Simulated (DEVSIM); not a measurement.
System: Co/SiO2/n-Ge capacitor, at 350 K.

Layer 1 from the left is SiO2, thickness (nm) 1.00. Layer 2 from the left is Ge, thickness (nm) 820, Nd (cm⁻³) 5.2e17.

Metal gate on the left, work function 5 eV. Fixed charge at the semiconductor interface -4.4e11 cm⁻² (in units of +e); no interface traps.

The device is made up for the run: typed textbook-type constants, with dimensions and the other settings drawn at random. Values at 300 K; Nc and Nv go as T^1.5, mobilities as T to minus their exponent, the gap by Varshni's rule with the affinity fixed.

SiO2: gap (eV) 9, affinity (eV) 0.9, permittivity 3.9. Ge: gap (eV) 0.664, affinity (eV) 4, permittivity 16, Nc (cm⁻³) 1.04e19, Nv (cm⁻³) 6e18, Varshni α (eV/K) 0.000477, Varshni β (K) 235.

**Question.** Estimate by hand the flat-band voltage, the threshold voltage, and compare with a numerical solution.

**Answer.** 
- Flat-band voltage: C = 3.45 μF/cm², work-function difference 0.903 V; VFB = φms − qNf/C = 0.92 V; numerical 0.92 V.
- Threshold voltage: φF = 0.233 V, depletion charge √(4εqNφF) = 3.32e-7 C/cm²; VT = VFB − 2φF − Qd/C = 0.36 V; numerical 0.36 V.

Simulated with DEVSIM: 1D Poisson equation in equilibrium, Boltzmann statistics, complete ionisation; no quantum confinement or tunnelling. Metal contacts follow the ideal Schottky-Mott rule: no Fermi-level pinning, no interface dipoles.
